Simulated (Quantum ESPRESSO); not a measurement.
# Cost against accuracy: K_POINTS for CsPbBr3 (Pnma, 20 atoms in the cell)

Cell: a = 8.3769 Å, b = 11.7708 Å, c = 8.0274 Å, α = 90.00°, β = 90.00°, γ = 90.00°.

Method of the run: PBE, PseudoDojo standard norm-conserving (PBE) pseudopotentials (plane waves; Quantum ESPRESSO).

Base settings: ecutwfc = 65 Ry; occupations = fixed; potentials = {Cs: Cs.upf, Pb: Pb.upf, Br: Br.upf}; K_POINTS = automatic 2 1 2 0 0 0; nbnd = 92; conv_thr = 1e-10 Ry.

Misses are taken against the tightest run, automatic 3 2 3 0 0 0, which need not be fully converged itself. The energy is the free energy per atom.

The count of work is k-points × plane waves × bands × iterations; it is no time, and leaves out set-up, grids and terms that scale otherwise. Core times come from one kind of shared machine and are given to one figure; runs under 30 s give none.

The starting cell comes from a database of computed structures (which also holds hypothetical and non-ambient phases and stackings), without a prior relaxation at this level. Its lattice was rescaled by a random factor within 2.5 % of one.

| K_POINTS | energy less reference (meV/atom) | pressure less reference (GPa) | largest difference in the force on any atom (eV/Å) | count of work / reference | core time / reference (rough) |
|---|---|---|---|---|---|
| automatic 1 1 1 0 0 0 | 157.48 | 1.60 | 0.373 | 0.12 | 0.1 |
| automatic 2 1 2 0 0 0 | 36.18 | 0.36 | 0.181 | 0.45 | 0.5 |
| automatic 2 2 2 0 0 0 | 2.69 | 0.05 | 0.017 | 1.0 | 0.9 |
| automatic 3 2 3 0 0 0 | 0.00 | 0.00 | 0.000 | 1.0 | 1 |

Coarsest setting among those run that, with all tighter ones, holds the energy within 20 meV/atom of the reference: automatic 2 2 2 0 0 0, off by 2.7 meV/atom; its saving against the reference is no more than about a factor of 2 in the count of work.

The step from automatic 1 1 1 0 0 0 to automatic 2 1 2 0 0 0: it takes the miss in the energy from 160 to 36 meV/atom, for 3.6 times the count of work and roughly 4 times the time.
